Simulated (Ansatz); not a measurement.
Consider interstitial N in bcc Mo, neutral cell. Method: PBE, PAW (plane waves to 420 eV; Ansatz, a program for electronic structure).

Settings: 36 host sites, the relaxed PBE lattice, a 2×2×3 k-point mesh shifted by half a step, smearing 0.10 eV, spin-restricted, no image-charge correction. Static, classical nuclei. Sites that were not tried may lie lower.

Barriers: single points on a 3×3×5 k-point mesh shifted by half a step at the bands' geometries (they differ from the bands' own by up to 0.11 eV, and are uncertain by about as much).

The step: several atoms move together, N the farthest. Atoms about the jump, Cartesian Å from the middle of the jump, before and after:

```csv
atom,x0,y0,z0,x1,y1,z1
N1,0.00,0.00,0.79,0.00,0.00,-0.79
Mo2,0.00,1.55,-0.78,0.00,1.93,-0.79
Mo3,0.00,-1.55,-0.78,0.00,-1.93,-0.79
Mo4,1.93,0.00,0.79,1.55,0.00,0.78
Mo5,-1.93,0.00,0.79,-1.55,0.00,0.78
Mo6,1.63,0.00,-2.37,1.55,0.00,-2.36
Mo7,-1.63,0.00,-2.37,-1.55,0.00,-2.36
Mo8,0.00,1.55,2.36,0.00,1.63,2.37
Mo9,0.00,-1.55,2.36,0.00,-1.63,2.37
```

Where do these atoms stand at the saddle point, and how high is it?


| atom | x | y | z |
|---|---|---|---|
| N1 | 0.00 | 0.00 | -0.01 |
| Mo2 | 0.00 | 1.75 | -0.85 |
| Mo3 | 0.00 | -1.76 | -0.85 |
| Mo4 | 1.76 | 0.00 | 0.83 |
| Mo5 | -1.76 | 0.00 | 0.83 |
| Mo6 | 1.61 | 0.00 | -2.42 |
| Mo7 | -1.61 | 0.00 | -2.42 |
| Mo8 | 0.00 | 1.61 | 2.39 |
| Mo9 | 0.00 | -1.62 | 2.39 |
It lies 0.66 eV above the start and 0.66 eV above the end. The saddle point's order was not checked, and it lies on a symmetry element of the cell, where a band can be held.
